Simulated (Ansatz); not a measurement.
For rock-salt LaTe, PBEsol in Ansatz (PAW) gives:

equilibrium lattice constant a: 6.391 Å
bulk modulus: 61.8 GPa

Question: What does r²SCAN (Ansatz, a first-principles code, plane waves, PAW) give for the same quantities?

Answer: 
- lattice constant a: 6.496 Å (rises by 1.6 %)
- bulk modulus: 57.7 GPa (falls by 6.6 %)

Changes are worked out from the printed values.

Unless a cell is named, each level is at its own relaxed cell (PBEsol 32.64, r²SCAN 34.26 Å³/atom).

Caveats: the bulk modulus is −V dP/dV from two relaxed cells at ±2 % in volume (PBEsol, r²SCAN). Ansatz's density-functional and Hartree–Fock values are scalar-relativistic unless marked +SOC, with PAW data made under PBE.
